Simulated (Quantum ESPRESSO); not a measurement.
**Short convergence ladders for LaGe2Pd2 (I4mm, 5 atoms in the cell)**

```yaml
crystal:
  lattice:
    - [2.18820, -2.18820, 5.03688]
    - [2.18820, 2.18820, 5.03688]
    - [-2.18820, -2.18820, 5.03688]
  atoms:
    - { symbol: La, position: [0.00000, 0.00496, 0.00496] }
    - { symbol: Ge, position: [0.00000, 0.62413, 0.62413] }
    - { symbol: Ge, position: [0.00000, 0.37587, 0.37587] }
    - { symbol: Pd, position: [0.50000, 0.75000, 0.25000] }
    - { symbol: Pd, position: [0.50000, 0.25000, 0.75000] }
```

Base method: LDA (PZ), GBRV 1.5 ultrasoft (LDA) pseudopotentials (plane waves; Quantum ESPRESSO 7.5).

Base settings: ecutwfc = 50 Ry; ecutrho = 400 Ry; occupations = smearing; smearing = fd; degauss = 0.0073499 Ry; potentials = {La: la_lda_v1.uspp.F.UPF, Ge: ge_lda_v1.4.uspp.F.UPF, Pd: pd_lda_v1.4.uspp.F.UPF}; K_POINTS = automatic 4 4 4 0 0 0; conv_thr = 1e-09 Ry; mixing_beta = 0.7.

The count of work is k-points × plane waves × bands × iterations; it is no time. 

**The plane-wave cutoff**

Moved along: ecutrho.

The second cell is the first with its lattice scaled by 0.98.

The mesh stays at the base's, so the ladder's end is converged at best in this setting alone.

Only quantities that move along the ladder and can be compared are tabulated.

| ecutwfc | free energy less the last step's (meV/atom) | energy of the compressed cell less the first (meV/atom) | pressure (GPa) | largest difference of a force vector from the last step's (eV/Å) | count of work / last |
|---|---|---|---|---|---|
| 17.5 Ry | 22882.20 | -250.92 | -711.11 | 0.848 | 0.18 |
| 20 Ry | 10239.14 | 23.14 | -374.91 | 0.096 | 0.22 |
| 22 Ry | 5300.63 | -43.57 | -223.58 | 0.107 | 0.25 |
| 28 Ry | 555.50 | -8.18 | -41.14 | 0.010 | 0.37 |
| 35 Ry | 17.57 | -8.00 | -6.45 | 0.001 | 0.51 |
| 50 Ry | 0.97 | -7.56 | -4.82 | 0.000 | 0.81 |
| 55 Ry | 0.00 | -7.58 | -4.73 | 0.000 | 1.0 |

Coarsest ecutwfc that holds the pressure within 1 GPa of the last step, with all finer ones: 50 Ry; the step before is off by 1.7 GPa.

Coarsest ecutwfc that holds the energy of the compressed cell less the first within 2 meV/atom of the last step, with all finer ones: 28 Ry, at 0.37 of the last step's count of work; the step before is off by 36 meV/atom.

Coarsest ecutwfc that holds the free energy within 5 meV/atom of the last step, with all finer ones: 50 Ry; the step before is off by 18 meV/atom.

The energy difference between the two cells stays within 1 meV/atom of the last step's from 28 Ry on, the total only from 50 Ry on: much of the error is common to both cells and cancels.

At the lowest cutoff the pressure lies 706 GPa under the last step's, the usual sign of Pulay stress in an incomplete plane-wave basis.

**The density cutoff**

The mesh stays at the base's, so the ladder's end is converged at best in this setting alone.

Only quantities that move along the ladder and can be compared are tabulated.

```csv
ecutrho,free energy less the last step's (meV/atom),pressure (GPa)
100 Ry,-8.10,-4.07
200 Ry,0.05,-4.82
300 Ry,0.02,-4.82
400 Ry,0.00,-4.82
```

Coarsest ecutrho that holds the free energy within 0.5 meV/atom of the last step, with all finer ones: 200 Ry; the step before is off by 8.1 meV/atom.

Coarsest ecutrho that holds the pressure within 0.1 GPa of the last step, with all finer ones: 200 Ry; the step before is off by 0.75 GPa.

On the base run: the starting cell comes from a database of computed structures (which also holds hypothetical and non-ambient phases and stackings), without a prior relaxation at this level. Its lattice was rescaled by up to half a per cent. One atom was moved a little off its site on purpose. Spin polarisation is off. In the base run, with a pressure of about -5 GPa the cell is away from its equilibrium volume at this level. Without a gap this mesh is coarse (it stands for a supercell whose shortest vector is 18 Å).
